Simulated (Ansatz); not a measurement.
**PBE against PBEsol: hypothetical P-3m1 La2S3, tensor shear ε_xy = −1.67 %**

Take La$_{2}$S$_{3}$ (space group P-3m1, No. 164; a = 4.6536 Å, c = 7.1682 Å; a hypothetical phase, not in the database extracts checked) as the base. Axes: x lies along a and z along c of the hexagonal cell.

(Cell as relaxed with PBE.)

Levels (all Ansatz, a quantum-chemistry and plane-wave program, PAW): PBE (420 eV, scalar-relativistic without spin-orbit coupling); PBEsol (420 eV, no spin-orbit coupling).

Each level relaxes its own structure.

```json
[
 {"base": "volume per atom", "PBE": "26.89 Å³", "PBEsol": "25.55 Å³"},
 {"base": "lattice parameter a", "PBE": "4.654 Å", "PBEsol": "4.622 Å"},
 {"base": "band gap", "PBE": "2.26 eV", "PBEsol": "2.11 eV"}
]
```

It is then changed as follows: tensor shear ε_xy = −1.67 % (engineering shear γ = -0.0334); the atoms relax in the strained cell.

| quantity | PBE | PBEsol |
|---|---|---|
| shortest interatomic distance | 2.803 Å | … |
| valley order (the lowest conduction-band minima on the path, energy above the VBM, named in the base's zone) | M (1/2, 1/2, 0) 2.22 eV; Γ 2.23 eV; M (0, 1/2, 0) 2.26 eV; M (1/2, 0, 0) 2.28 eV | … |
| stress (xx, yy, zz, yz, xz, xy; compression positive) | (0.04, 0.03, 0.03, -0.02, 0.49, 0.57) GPa | … |
| shift of the gap caused by the change | -0.04 eV | … |

Question: What does PBEsol give?

Answer: 
- shortest interatomic distance, PBEsol: 2.776 Å
- valley order (the lowest conduction-band minima on the path, energy above the VBM, named in the base's zone), PBEsol: Γ 2.01 eV; M (1/2, 1/2, 0) 2.17 eV; M (0, 1/2, 0) 2.20 eV; M (1/2, 0, 0) 2.23 eV
- stress (xx, yy, zz, yz, xz, xy; compression positive), PBEsol: (0.05, 0.03, 0.04, -0.02, 0.45, 0.64) GPa
- shift of the gap caused by the change, PBEsol: -0.10 eV

PBE's shortest interatomic distance lies 0.0276 Å above PBEsol's (1.0 %); they order the valleys differently; PBE's shift of the gap caused by the change lies 0.06 eV above PBEsol's. Neither level is exact; PBEsol is the comparison here, not a measurement.

Whether these cells are dynamically stable was not tested.
